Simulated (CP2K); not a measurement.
CP2K run on NaMgF3 (Pm-3m, 5 atoms in the cell): self-consistent single point

Method of the run: PBEsol, GPW, DZVP-MOLOPT-SR-GTH basis, GTH-PBE potentials (GTH_POTENTIALS) run with CP2K.

Input:

```
&GLOBAL
  PROJECT calc
  RUN_TYPE ENERGY_FORCE
  PRINT_LEVEL LOW
&END GLOBAL
&FORCE_EVAL
  METHOD Quickstep
  STRESS_TENSOR ANALYTICAL
  &DFT
    BASIS_SET_FILE_NAME BASIS_MOLOPT
    POTENTIAL_FILE_NAME GTH_POTENTIALS
    &QS
      METHOD GPW
      EPS_DEFAULT 1E-10
    &END QS
    &MGRID
      CUTOFF 1000
      REL_CUTOFF 40
      NGRIDS 5
    &END MGRID
    &SCF
      SCF_GUESS ATOMIC
      EPS_SCF 1E-6
      MAX_SCF 100
      ADDED_MOS 8
      &DIAGONALIZATION
        ALGORITHM STANDARD
      &END DIAGONALIZATION
      &MIXING
        METHOD BROYDEN_MIXING
        ALPHA 0.4
        NBUFFER 8
        BETA 1
      &END MIXING
    &END SCF
    &KPOINTS
      SCHEME MONKHORST-PACK 8 8 8
      GAMMA_CENTERED T
    &END KPOINTS
    &XC
      &XC_FUNCTIONAL
        &PBE
          PARAMETRIZATION PBESOL
        &END PBE
      &END XC_FUNCTIONAL
    &END XC
    &PRINT
      &MO
        EIGENVALUES T
        OCCUPATION_NUMBERS T
        NDIGITS 8
        FILENAME mo
        &EACH
          QS_SCF 0
        &END EACH
        ADD_LAST NUMERIC
      &END MO
      &MULLIKEN OFF
      &END MULLIKEN
    &END PRINT
  &END DFT
  &SUBSYS
    &CELL
      A 4.01998000 0.00000000 0.00000000
      B 0.00000000 4.01998000 0.00000000
      C 0.00000000 0.00000000 4.01998000
      PERIODIC XYZ
    &END CELL
    &COORD
      SCALED
      Na       0.00000000     0.00000000     0.00000000
      Mg       0.50000000     0.50000000     0.50000000
      F        0.50000000     0.50000000     0.00000000
      F        0.00000000     0.50000000     0.50000000
      F        0.50000000     0.00000000     0.50000000
    &END COORD
    &KIND Na
      BASIS_SET DZVP-MOLOPT-SR-GTH-q9
      POTENTIAL GTH-PBE-q9
    &END KIND
    &KIND Mg
      BASIS_SET DZVP-MOLOPT-SR-GTH-q10
      POTENTIAL GTH-PBE-q10
    &END KIND
    &KIND F
      BASIS_SET DZVP-MOLOPT-SR-GTH-q7
      POTENTIAL GTH-PBE-q7
    &END KIND
  &END SUBSYS
  &PRINT
    &FORCES ON
    &END FORCES
    &STRESS_TENSOR ON
    &END STRESS_TENSOR
  &END PRINT
&END FORCE_EVAL
```

Output (repeated stretches shortened):

```
 GLOBAL| Method name                                                        CP2K
 GLOBAL| Project name                                                       calc
 GLOBAL| Run type                                                   ENERGY_FORCE

 TOTAL NUMBERS AND MAXIMUM NUMBERS

  Total number of            - Atomic kinds:                                   3
                             - Atoms:                                          5
                             - Shell sets:                                     5
                             - Shells:                                        25
                             - Primitive Cartesian functions:                 29
                             - Cartesian basis functions:                     60
                             - Spherical basis functions:                     57

  Maximum angular momentum of- Orbital basis functions:                        2
                             - Local part of the GTH pseudopotential:          2
                             - Non-local part of the GTH pseudopotential:      1

 SCF PARAMETERS         Density guess:                                    ATOMIC
                        max_scf:                                             100
                        max_diis:                                              4
                        eps_scf:                                        1.00E-06
                        eps_diis:                                       1.00E-01
                        eps_eigval:                                     1.00E-05
                        level_shift [a.u.]:                             0.000000
                        added MOs                                         8    0
                        Mixing method:                            BROYDEN_MIXING
                                                charge density mixing in g-space
                        No outer SCF

 Extrapolation method: initial_guess

 Number of electrons:                                                         40
 Number of occupied orbitals:                                                 20
 Number of molecular orbitals:                                                28

 Number of orbital functions:                                                 57
 Number of independent orbital functions:                                     57

 SCF WAVEFUNCTION OPTIMIZATION

  Step     Update method      Time    Convergence         Total energy    Change
     1 NoMix/Diag. 0.40E+00      -     1.91229615      -183.6434542465 -1.84E+02
     2 Broy./Diag. 0.40E+00      -     0.07477013      -180.1306027559  3.51E+00
     3 Broy./Diag. 0.40E+00      -     0.02044354      -183.2139005756 -3.08E+00
     4 Broy./Diag. 0.40E+00      -     0.00792924      -183.6110313175 -3.97E-01
     5 Broy./Diag. 0.40E+00      -     0.00315433      -183.5897476736  2.13E-02
     6 Broy./Diag. 0.40E+00      -     0.00509305      -183.6887843094 -9.90E-02
     7 Broy./Diag. 0.40E+00      -     0.00038783      -183.6578680896  3.09E-02
   [... 8 lines left out ...]
    16 Broy./Diag. 0.40E+00      -     0.00000217      -183.6639559596  2.31E-06
    17 Broy./Diag. 0.40E+00      -     0.00000127      -183.6639530510  2.91E-06
    18 Broy./Diag. 0.40E+00      -     0.00000195      -183.6639526723  3.79E-07
    19 Broy./Diag. 0.40E+00      -     0.00000105      -183.6639529472 -2.75E-07
    20 Broy./Diag. 0.40E+00      -     0.00000025      -183.6639530326 -8.54E-08

  *** SCF run converged in    20 steps ***

  Electronic density on regular grids:        -39.9999999874        0.0000000126
  Core density on regular grids:               39.9999999996       -0.0000000004
  Total charge density on r-space grids:        0.0000000122
  Total charge density g-space grids:           0.0000000122

  Overlap energy of the core charge distribution:               0.00000000000000
  Self energy of the core charge distribution:               -466.22665967320836
  Core Hamiltonian energy:                                    131.81560595081098
  Hartree energy:                                             180.21762980439476
  Exchange-correlation energy:                                -29.47052911458482

  Total energy:                                              -183.66395303258741

 ENERGY| Total FORCE_EVAL ( QS ) energy [hartree]           -183.663953028569154

 FORCES| Atomic forces [hartree/bohr]
 FORCES|   Atom     x               y               z               |f|
 FORCES|      1 -1.15011406E-05 -1.22640033E-05 -1.19602814E-05   2.06332340E-05
 FORCES|      2  1.40754455E-08  1.42605785E-08  1.40001959E-08   2.44435626E-08
 FORCES|      3 -8.92176574E-10 -8.62205853E-10  1.30363606E-09   1.79967912E-09
 FORCES|      4  1.30866703E-09 -8.62074274E-10 -8.74312602E-10   1.79449268E-09
 FORCES|      5 -8.91421404E-10  1.29922634E-09 -8.73407888E-10   1.80151673E-09
 FORCES| Sum    -1.14875401E-05 -1.22501678E-05 -1.19467253E-05
 FORCES| Total atomic force                                       2.06095714E-05

 STRESS| Analytical stress tensor [bar]
 STRESS|                        x                   y                   z
 STRESS|      x       -3.83177357632E+04   3.99674134586E-03   3.99674267079E-03
 STRESS|      y        3.99674134586E-03  -3.83177357634E+04   3.99674173358E-03
 STRESS|      z        3.99674267079E-03   3.99674173358E-03  -3.83177357631E+04
 STRESS| 1/3 Trace                                            -3.83177357632E+04
```

The run converged in 20 iterations.

The starting cell comes from a database of computed structures (which also holds hypothetical and non-ambient phases and stackings), without a prior relaxation at this level. Its lattice was rescaled by a random factor within 2.5 % of one. Values carry the incompleteness of an atom-centred basis. The potentials were made for another functional than the one used. With a pressure of about -4 GPa the cell is away from its equilibrium volume at this level.

Cost on one core of a shared machine: roughly 70 s.
